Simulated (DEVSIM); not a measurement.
System: abrupt Si p-n junction, at 350 K.

Layer 1 from the left is Si, thickness (μm) 0.340, Na (cm⁻³) 2e17, τn (s) 7.5e-7, τp (s) 7.5e-7. Layer 2 from the left is Si, thickness (μm) 110, Nd (cm⁻³) 2.1e15, τn (s) 7.5e-7, τp (s) 7.5e-7.

Left contact: ohmic. Right contact: ohmic. Voltage is applied to the left contact. Recombination: SRH at mid-gap, radiative, Auger. Mobility is μmin + (μ − μmin)/(1 + (N/Nref)^α).

This is a model device: material constants are rounded textbook-type values typed into the input, and sizes, dopings and lifetimes were drawn at random. Values at 300 K; Nc and Nv go as T^1.5, mobilities as T to minus their exponent, the gap by Varshni's rule with the affinity fixed.

Si: gap (eV) 1.124, affinity (eV) 4.05, permittivity 11.7, Nc (cm⁻³) 2.86e19, Nv (cm⁻³) 3.1e19, μn (cm²/Vs) 1417, μp (cm²/Vs) 470, μn,min 52, μp,min 45, Nref,n 9.7e16, Nref,p 2.2e17, αn 0.68, αp 0.72, T exponent of μn 2.3, T exponent of μp 2.2, B (cm³/s) 4.7e-15, Cn (cm⁶/s) 2.8e-31, Cp (cm⁶/s) 9.9e-32, Varshni α (eV/K) 0.000473, Varshni β (K) 636.

Simulated with DEVSIM: 1D drift-diffusion, Boltzmann statistics, complete ionisation; no tunnelling, impact ionisation, image-force lowering or self-heating.

Dark forward current:

| |V| (V) | |J| (A/cm²) |
|---|---|
| 0.05 | 8.500e-7 |
| 0.10 | 3.836e-6 |
| 0.15 | 1.630e-5 |
| 0.20 | 7.396e-5 |
| 0.25 | 0.0003571 |
| 0.30 | 0.001790 |
| 0.35 | 0.009099 |
| 0.40 | 0.04522 |
| 0.45 | 0.1983 |
| 0.50 | 0.6486 |
| 0.55 | 1.528 |
| 0.60 | 2.872 |
| 0.65 | 4.709 |
| 0.70 | 7.078 |
| 0.75 | 10.02 |
| 0.80 | 13.56 |
| 0.85 | 17.73 |
| 0.90 | 22.55 |
| 0.95 | 28.02 |
| 1.00 | 34.15 |
| 1.05 | 40.96 |
| 1.10 | 48.44 |
| 1.15 | 56.60 |
| 1.20 | 65.44 |
| 1.25 | 74.97 |
| 1.30 | 85.19 |

### Question
Work out the local ideality factor n = ΔV / (kT/q · ln(J2/J1)) between the rows 0.15 and 0.20 V, 0.30 and 0.35 V, 1.25 and 1.30 V.

### Answer
kT/q = 30.16 mV. From 0.15 to 0.20 V: ln(7.396e-5/1.630e-5) = 1.512, n = 1.10, near the 1 of diffusion or emission over a barrier. From 0.30 to 0.35 V: ln(0.009099/0.001790) = 1.626, n = 1.02, near the 1 of diffusion or emission over a barrier. From 1.25 to 1.30 V: ln(85.19/74.97) = 0.128, n = 12.97.

### Question
Estimate the current at 0.30 V from the Shockley equation with J0 = Σ q ni² D/(N L) coth(W/L), τ joining the SRH, radiative and Auger lifetimes that are on, and W taken as the whole layer.

### Answer
ni² = 1.43e23 cm⁻⁶; electrons in the p layer: μ = 400 cm²/Vs, D = 12.1 cm²/s, τ = 7.47e-7 s, L = 30.0 μm, W/L = 0.011, term 4.06e-8 A/cm²; holes in the n layer: μ = 325 cm²/Vs, D = 9.79 cm²/s, τ = 7.50e-7 s, L = 27.1 μm, W/L = 4.1, term 3.94e-8 A/cm². J0 = 7.99e-8 A/cm², and J = J0 exp(qV/kT) = 0.00167 A/cm². The simulation gives 0.00179 A/cm²; the estimate lies 6.7 % below. The estimate leaves out recombination in the depletion region and that region's share of W.
